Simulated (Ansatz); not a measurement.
# Effect of isotropic strain +3.00 % on TiAl

The parent structure is TiAl (space group P4/mmm, No. 123; a = 2.7963 Å, c = 4.0381 Å; relaxed with 0.1 eV smearing).

It is then changed as follows: every lattice vector is stretched by 3.00 %, atoms relaxed at fixed cell.

Calculations: PBEsol (Ansatz, a program for electronic structure), spin-orbit coupling left out. Settings: 21×21×14 k-points, 0.1 eV Fermi–Dirac smearing.

- Volume per atom: 17.25 Å³ (base 15.79 Å³)
- Space group: P4/mmm (No. 123) (base P4/mmm (No. 123))
- Shortest interatomic distance: 2.880 Å (base 2.796 Å)
- Energy relative to the base (free energy F): +44 meV/atom
- Pressure (mean of the normal stresses, compression positive): -8.9 GPa (base 0.0 GPa)
- Band gap: zero (base zero)

Final structure:

```
TiAl
1.0
    2.88018     0.00000     0.00000
    0.00000     2.88018     0.00000
    0.00000     0.00000     4.15929
Ti Al
1 1
Direct
  0.00000   0.00000   0.00000
  0.50000   0.50000   0.50000
```

Cost of the whole job for the changed cell (relaxation, final SCF and bands): roughly 16 core-seconds.

Stability against distortions was not tested. The final runs are not spin-polarised.
